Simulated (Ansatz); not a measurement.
The reference is GaN in the wurtzite structure (space group P6_3mc, No. 186; a = 3.152 Å, c = 5.138 Å). Axes: x lies along a and z along c of the hexagonal cell.

Calculations: Ansatz (a first-principles code) LDA, no spin-orbit coupling.

Before the change:

* **Band gap**: 2.13 eV

The change: uniaxial strain ε_xx = −1.80 %, all other strain components held at zero; the atoms relax in the strained cell.

Q: Predict the new stress.

A: The stress (xx, yy, zz, yz, xz, xy; compression positive) is (6.88, 2.61, 1.90, 0.00, 0.00, 0.00) GPa.

Q: Estimate the effect on the band gap.

A: The band gap increases by 0.02 eV (2.13 eV → 2.15 eV).

Q: Estimate the effect on the energy relative to the base.

A: The energy grows by 4.2 meV/atom.

No phonon test of stability was made.
